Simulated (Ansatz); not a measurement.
Start from Ru in the hcp (Mg type) structure (space group P6_3/mmc, No. 194; relaxed with 0.1 eV smearing).

```xyz
2
Lattice="2.6914 0.0000 0.0000 -1.3457 2.3308 0.0000 0.0000 0.0000 4.2489" Properties=species:S:1:pos:R:3 pbc="T T T"
Ru     1.3457     0.7769     3.1867
Ru     0.0000     1.5539     1.0622
```

Cartesian axes are those of the cell as printed.

Computed with Ansatz (a quantum-chemistry and plane-wave program) PBEsol, scalar-relativistic without spin-orbit coupling.

Strains are applied to the cell and any free atomic positions relax.

One change was made to it. Results:

The energy goes up by 28 meV/atom; the pressure (mean of the normal stresses, compression positive) goes from zero to 12.3 GPa; the band gap is still zero; the shortest interatomic distance shrinks by 0.051 Å to 2.581 Å.

Which of these changes matches the shifts?
(A) uniaxial strain ε_zz = −3.00 %
(B) uniaxial strain ε_zz = +3.00 %
(C) uniaxial strain ε_zz = +0.50 %
(D) uniaxial strain ε_zz = −2.00 %
(E) uniaxial strain ε_zz = +1.50 %

A, uniaxial strain ε_zz = −3.00 %. For comparison, the energy relative to the base in the other runs: uniaxial strain ε_zz = +0.50 % gives +0.7 meV/atom; uniaxial strain ε_zz = +3.00 % gives +25 meV/atom; uniaxial strain ε_zz = +1.50 % gives +6.4 meV/atom; uniaxial strain ε_zz = −2.00 % gives +12 meV/atom.

Whether these cells are dynamically stable was not tested. All final runs are without spin polarisation.
